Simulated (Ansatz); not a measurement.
The starting structures come from a database of crystals and need not be the phases stable at ambient conditions.

Inside the gap of an insulator the Bloch states are evanescent, with a wavenumber k + iκ along the transport direction.

Given:

```
Ca3O8P2
1.0
    5.22737     0.00000     0.00000
   -2.61369     4.52704     0.00000
    2.61368     1.50901     6.20068
Ca P O
3 2 8
Direct
  0.00000   0.00000   0.00000
  0.59377   0.79688   0.60935
  0.40623   0.20312   0.39065
  0.18996   0.59498   0.21506
  0.81004   0.40502   0.78494
  0.54567   0.27283   0.70124
  0.45433   0.72716   0.29876
  0.02592   0.27283   0.70124
  0.97408   0.72716   0.29876
  0.02593   0.75309   0.70124
  0.97408   0.24691   0.29876
  0.35313   0.67656   0.97031
  0.64687   0.32344   0.02969
```

Space group of this cell: R-3m. The cell is taken as given; by r2SCAN its mean pressure is 1.9 GPa.

Transport runs along the normal of the first two printed cell vectors, the (001) plane of the conventional cell.

No gap correction and no spin-orbit coupling; mid-gap values are interpolated between computed energies.

Problem. Give the band gap and the smallest decay constant κ at mid-gap that Ansatz (a quantum-chemistry and plane-wave program) with r2SCAN yields.

Solution. Gap 6.33 eV on a 8×8×8 mesh; κ = 0.482 1/Å, at the zone centre.
